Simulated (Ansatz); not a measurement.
Relaxation of the outer planes of the (11-20) surface of wurtzite AlN in its 1x1 cell (cut with top plane 2 Al + 2 N, bottom plane 2 Al + 2 N), outermost plane spacing 1.57 Å in the ideal cut.

The numbers are results of PBE (plane waves to 420 eV, PAW; Ansatz, a quantum-chemistry and plane-wave program), not measurements.

Model: 32-atom slab, Al16N16, 11.0 Å thick at the start, 5x5x1 mesh, Fermi-Dirac 0.025 eV, dipole correction, all atoms relaxed; symmetry of the start imposed; no spin, no spin-orbit, no U.

```csv
plane,atoms,bulk spacing to the next (Å),relaxed spacing (Å),change (%),rumpling (Å)
1,2 N + 2 Al,1.565,1.432,-8.5,0.19 (N outermost)
2,2 N + 2 Al,1.565,1.598,2.1,0.04 (Al outermost)
```
